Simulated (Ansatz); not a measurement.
**Ansatz (a first-principles code) run on LuNi4Sn (R3m, 6 atoms in the cell): self-consistent single point**

Computed with LDA (PW92), default PAW files made with PBE (plane waves; Ansatz).

The input file:

Ansatz 0.2 input:
```yaml
# LuNi4Sn
crystal:
  lattice:
    - [0.000000, 3.512947, 3.512947]
    - [3.512947, 0.000000, 3.512947]
    - [3.512947, 3.512947, 0.000000]
  atoms:
    - { symbol: Lu, position: [0.004109, 0.004109, 0.004109] }
    - { symbol: Ni, position: [0.624790, 0.624790, 0.624790] }
    - { symbol: Ni, position: [0.125630, 0.624790, 0.624790] }
    - { symbol: Ni, position: [0.624790, 0.624790, 0.125630] }
    - { symbol: Ni, position: [0.624790, 0.125630, 0.624790] }
    - { symbol: Sn, position: [0.250000, 0.250000, 0.250000] }
basis:
  ecutwfc: 30.9 Ry
kpoints:
  mp_grid: { grid: [5, 5, 5] }
hamiltonian:
  xc: lda
  pseudopotentials: { kind: paw }
scf:
  occupations: { method: gaussian, width: 0.0073 Ry }
output:
  forces: true
  eigenvalues: true
  stress: true
```

The program printed (abridged):

```
WARN ansatz: RAYON_NUM_THREADS=1 ignored (pool sized by the plan → 1); use --threads N
Pseudopotentials: kind: paw
Pseudopotential: Lu, paw, valence charge 25
Pseudopotential: Ni, paw, valence charge 18
Pseudopotential: Sn, paw, valence charge 14
Crystal: 6 atoms, lattice volume = 86.705 Å³
Basis set: ecut = 420.4159175005146 eV, 1687 PW (Γ)
Bands: 67, of which v1, the nominal top of the filled ones, is band 56 counted from 1 (55 counted from 0)
Symmetry: 6 space group operations
Space group: R3m (ITA 160), of the structure as read, at distance tolerance 4.4e-5 Å
k-points: 19 of 125 (time reversal used)
PAW frozen core: Lu, regenerated for the run's functional, and the local potential with it
PAW frozen core: Ni, regenerated for the run's functional, and the local potential with it
PAW frozen core: Sn, regenerated for the run's functional, and the local potential with it
Initial density: superposition of atomic densities (neutral atoms: chi_scale 0, normalization atom), corrected by the library's trained network
Initial wavefunctions: pseudopotential atomic-orbital guess
Eigensolver: davidson
Functional: x = slater, c = lda
SCF iter   1: F=—  HF=-43468.437612 eV  |F-HF|=—  |Δ(HF+E_count)|=         —  Δρ=2.48e-2  dr2=2.83e-1  ethr=1.77e-3  ⟨swp⟩=5.3  Hψ=5307  notcnv=0  defer=2
all-band conjugate gradients solve this SCF's bands
preconditioner: auto → Kerker (q_TF=auto, 2.843 Å⁻¹)
SCF iter   2: F=—  HF=-43468.398920 eV  |F-HF|=—  |Δ(HF+E_count)|=   3.87e-2  Δρ=6.51e-3  dr2=1.76e-2  ethr=2.55e-4  ⟨swp⟩=2.7  Hψ=2689  notcnv=0  defer=83
SCF iter   3: F=—  HF=-43468.397417 eV  |F-HF|=—  |Δ(HF+E_count)|=   1.50e-3  Δρ=1.71e-3  dr2=1.54e-3  ethr=1.59e-5  ⟨swp⟩=2.8  Hψ=2332  notcnv=0  defer=83
SCF iter   4: F=—  HF=-43468.397049 eV  |F-HF|=—  |Δ(HF+E_count)|=   3.68e-4  Δρ=9.36e-4  dr2=3.86e-4  ethr=1.39e-6  ⟨swp⟩=3.1  Hψ=2263  notcnv=0  defer=83
SCF iter   5: F=—  HF=-43468.396680 eV  |F-HF|=—  |Δ(HF+E_count)|=   3.69e-4  Δρ=2.68e-4  dr2=6.43e-5  ethr=3.48e-7  ⟨swp⟩=3.0  Hψ=2479  notcnv=0  defer=83
SCF iter   6: F=—  HF=-43468.396649 eV  |F-HF|=—  |Δ(HF+E_count)|=   3.12e-5  Δρ=1.86e-4  dr2=2.10e-5  ethr=5.79e-8  ⟨swp⟩=2.0  Hψ=1909  notcnv=0  defer=83
SCF iter   7: F=—  HF=-43468.396645 eV  |F-HF|=—  |Δ(HF+E_count)|=   4.18e-6  Δρ=3.57e-5  dr2=1.05e-6  ethr=1.89e-8  ⟨swp⟩=2.2  Hψ=2228  notcnv=0  defer=83
SCF iter   8: F=—  HF=-43468.396645 eV  |F-HF|=—  |Δ(HF+E_count)|=   2.07e-7  Δρ=1.33e-5  dr2=1.20e-7  ethr=9.42e-10  ⟨swp⟩=2.0  Hψ=2155  notcnv=0  defer=83
SCF iter   9: F=-43468.396645 eV  HF=-43468.396645 eV  |F-HF|=1.44e-8  |Δ(HF+E_count)|=   4.97e-8  Δρ=5.63e-6  dr2=1.47e-8  ethr=9.01e-11  ⟨swp⟩=11.3  Hψ=7296  notcnv=0
SCF 1 converged in 9 iterations: F = -43468.396645 eV  dr2 = 1.47e-8
SCF converged after 9 iterations
Free energy (F): -43468.396645 eV
Harris-Foulkes:  -43468.396645 eV  (|F-HF|=1.44e-8)
Internal energy: -43468.355917 eV  (E = F + TS)
E sigma→0 (E₀):  -43468.376281 eV
Entropy (-TS):   -0.040728 eV (-6.788 meV/atom)
Fermi energy:    16.984001 eV
--- Per-component energies (eV) ---
  E_band       = -1101.215377
  E_kinetic    = 1748.681490
  E_local      = -21702.122633  (includes V_loc(G=0)·N_el)
  E_nonlocal   = 3119.311375
  E_hartree    = 9329.788570
  E_xc         = -935.041208
  E_vxc        = -796.486850  (∫ρ·V_xc dr)
  E_paw        = -17393.049339  (= ΣΔE_a)
  E_vpaw       = -2130.166521  (= ΣTr[D̂ρ^β])
  E_aug_tail   = 0.001901  (compensation charges beyond the density's cutoff)
  E_ewald      = -17640.406089
  E_core_change = 4.480015  (= ΣΔE_core)
  E_smearing   = -0.040728  (= −TS)
  E_closure    = 0.000000  (closes the sum)
  Σ components = -43468.396645   (vs F -43468.396645, Δ=0.00e0)
--- Forces (eV/Å), atoms counted from 1 ---
  atom   1  Lu    -0.16785235    -0.16785235    -0.16785235
  atom   2  Ni     0.01598947     0.01598947     0.01598947
  atom   3  Ni     0.04212577     0.00026188     0.00026188
  atom   4  Ni     0.00026188     0.00026188     0.04212577
  atom   5  Ni     0.00026188     0.04212577     0.00026188
  atom   6  Sn     0.10921957     0.10921957     0.10921957
  max |Σ_I F_I| component: 6.23e-6 eV/Å
--- Stress (GPa, compression-positive) ---
      -12.786863       0.185432       0.185432
        0.185432     -12.786863       0.185432
        0.185432       0.185432     -12.786863
  P = ⅓ Tr σ = -12.7869 GPa (-127.869 kbar)
  The stress holds the Pulay correction. Without it, at fixed plane waves, as pw.x and ABINIT print it: P = -12.8756 GPa
--- Band table (eV; the first three rows and the last of 19) ---
  k-point 0: bands = ["-85.1560", "-85.1341", "-85.1341", "-85.1231", "-46.1210", "-46.0164", "-46.0164", "-46.0146", "-45.9804", "-45.9804", "-45.9182", "-45.9129", "-45.9129", "-45.9086", "-45.9071", "-45.9071", "-38.6463", "-9.4288", "-9.4085", [...]
  k-point 1: bands = ["-85.1542", "-85.1356", "-85.1341", "-85.1233", "-46.1095", "-46.0137", "-46.0108", "-46.0099", "-45.9781", "-45.9773", "-45.9248", "-45.9248", "-45.9178", "-45.9141", "-45.9083", "-45.9074", "-38.6462", "-9.4291", "-9.4117", [...]
  k-point 2: bands = ["-85.1504", "-85.1392", "-85.1341", "-85.1235", "-46.0884", "-46.0038", "-46.0019", "-46.0016", "-45.9668", "-45.9659", "-45.9556", "-45.9446", "-45.9383", "-45.9145", "-45.9084", "-45.9075", "-38.6460", "-9.4300", "-9.4162", [...]
  k-point 18: bands = ["-85.1508", "-85.1365", "-85.1341", "-85.1258", "-46.0759", "-46.0137", "-45.9985", "-45.9914", "-45.9726", "-45.9640", "-45.9485", "-45.9366", "-45.9348", "-45.9244", "-45.9235", "-45.9136", "-38.6459", "-9.4367", "-9.4110", [...]
```

The run converged in 9 iterations.

The starting cell comes from a database of computed structures (which also holds hypothetical and non-ambient phases and stackings), without a prior relaxation at this level. Its lattice was rescaled by up to half a per cent. One atom was moved a little off its site on purpose. Spin-orbit coupling is off. Spin polarisation is off. With a pressure of about -13 GPa the cell is away from its equilibrium volume at this level. Ansatz's pressure includes its estimate of the finite-basis (Pulay) stress.
